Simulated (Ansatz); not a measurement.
Base system: Rh in the fcc (Cu type) structure (space group Fm-3m, No. 225; a = 3.802 Å; relaxed with 0.1 eV smearing).

Level of theory: r2SCAN in Ansatz (plane waves to 500 eV, PAW, no spin-orbit coupling).

Base values:

| Item | Result |
|---|---|
| Pressure | 0.0 GPa |

Perturbation: every lattice vector is shortened by 0.79 %; the atoms relax in the strained cell.

### Question
Estimate the effect on the energy relative to the base.

### Answer
The energy grows by 7.0 meV/atom.

### Question
How does this affect the pressure?

### Answer
The pressure goes from zero to 7.1 GPa.

Stability against distortions was not tested. All final runs are without spin polarisation.

Ansatz is a program for electronic structure.
